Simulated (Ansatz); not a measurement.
The starting structures come from a database of crystals and need not be the phases stable at ambient conditions.

 Where the default PAW files enter, the runs use the earlier of Ansatz's two default sets.

## Evanescent states of KTe (P6_3/mmc, not sure to be the ambient phase, 8 atoms a cell, 42.1 Å³ an atom) along the normal of (001)

These are r2SCAN (plane waves, PAW; Ansatz, a program for electronic structure) values and carry that method's errors.

The gap is the functional's own. No spin-orbit coupling. Mid-gap values are interpolated on the energy grid.

Energies count from the valence-band top; κ is the least over a 6×6 mesh across the current.

```
E (eV)  κ (1/Å)  where
------  -------  -----
0.04      0.082      Γ
0.10      0.138      Γ
0.17      0.175      Γ
0.24        ___      Γ
0.32        ___      Γ
0.39        ___      Γ
0.46        ___      Γ
0.53      0.175      Γ
0.59        ___      Γ
0.67        ___      Γ
0.73        ___      Γ
0.81      0.118      Γ
0.88      0.094      Γ
0.94      0.060      Γ
```

### Question
Fill in the missing entries.

### Answer

- 0.24, κ (1/Å): 0.204
- 0.32, κ (1/Å): 0.201
- 0.39, κ (1/Å): 0.193
- 0.46, κ (1/Å): 0.185
- 0.59, κ (1/Å): 0.164
- 0.67, κ (1/Å): 0.151
- 0.73, κ (1/Å): 0.136
